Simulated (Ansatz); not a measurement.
Functionals compared on a constructed model of the (111) surface of fcc Al, a pseudomorphic layer of Rh in the host's stacking (bottom of the slab: a bare face, its two planes held), in Ansatz (plane waves, PAW). The structure was relaxed with PBE; the other rows are single points on it. Cutoff 420 eV (500 eV for r2SCAN).

Slab: 7 atoms, 13.9 Å thick at the start with caps and adatoms (thin: gaps and levels are the slab's own); k 15x15x1, smearing 0.1 eV, dipole-corrected; 2 atoms held, the rest relaxed; held to the start's symmetry, so lower structures may exist; no spin, no spin-orbit, no U. In PBE it is, or lies within 0.01 eV a 1x1 cell of, the lowest of the 2 structures of its composition computed so far; subsurface sites and larger cells were not tried. These notes are the PBE run's.

```tsv
functional	work function of the top face (eV)	rough cost of the single point
PBE	4.66	–
RPBE	4.47	roughly 7 core-seconds
r2SCAN	(withheld)	about 16 core-seconds (a rough figure)
```

Question: What belongs in the gaps?

Answer: 
- r2SCAN, work function of the top face (eV): 4.60

Ansatz is a program for electronic structure.
